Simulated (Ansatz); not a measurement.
Al on the C site in metastable 2H silicon carbide (start: the C site; 96-site cell, 2×2×2 shifted sampling). Level of theory: PBE, PAW (plane waves to 420 eV; Ansatz, a program for electronic structure). Total energies of the localised charge states, counted from that of charge +1, and their image corrections (point charge with alignment); the host's valence-band maximum lies at 9.434 eV on the cells' energy zero and its gap is 2.31 eV.

```json
[
 {"charge": "+1", "moment (μB)": "2.0", "E − E(first) (eV)": "0.000", "correction (eV)": "0.259"},
 {"charge": "0", "moment (μB)": "1.0", "E − E(first) (eV)": "10.424", "correction (eV)": "0.000"},
 {"charge": "−1", "moment (μB)": "not spin-polarised", "E − E(first) (eV)": "21.096", "correction (eV)": "0.109"}
]
```

Task: Derive the transition levels above the valence-band maximum and say which of them are thermodynamic.

Result: A level is the Fermi energy at which two charges have equal formation energy: ε(q/q′) = [E(q′) + corr(q′) − E(q) − corr(q)] / (q − q′) − E_VBM.
ε(+1/0) = [(10.424 + 0.000) − (0.000 + 0.259)] / 1 − 9.434 = 0.73 eV
ε(0/−1) = [(21.096 + 0.109) − (10.424 + 0.000)] / 1 − 9.434 = 1.35 eV
Thermodynamic levels at least 0.1 eV inside the gap: (+1/0) at 0.73 eV; (0/−1) at 1.35 eV. They hold to tenths of an eV in this cell. Only the charges listed were compared. Flagged in the runs: a host whose relaxation on this sampling wasn't shown to rest, a strain field that reaches the edge of the cell.
